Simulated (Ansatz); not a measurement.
Take CdSe in the wurtzite structure (space group P6_3mc, No. 186) as the base.

```
CELL_PARAMETERS angstrom
      4.30194     0.00000     0.00000
     -2.15097     3.72559     0.00000
      0.00000     0.00000     7.02103
ATOMIC_POSITIONS crystal
  Cd 0.33333 0.66667 0.00013
  Cd 0.66667 0.33333 0.50013
  Se 0.33333 0.66667 0.37587
  Se 0.66667 0.33333 0.87587
```

Cartesian axes are those of the cell as printed.

Level of theory: PBEsol/PAW in Ansatz (a quantum-chemistry and plane-wave program), no spin-orbit coupling.

For the base:

| Item | Result |
|---|---|
| Pressure | 0.00 GPa |
| Shortest interatomic distance | 2.633 Å |

Modification: a pure shear with ε_xz = ε_zx = 0.0100, atoms relaxed at fixed cell.

Problem. Estimate the effect on the energy relative to the base, pressure and shortest interatomic distance.

Solution. The energy grows by 0.5 meV/atom; the pressure (mean of the normal stresses, compression positive) remains 0.00 GPa; the shortest interatomic distance hardly moves (2.633 Å against 2.631 Å).

The cells carry an imposed strain or load. Stability against distortions was not tested.
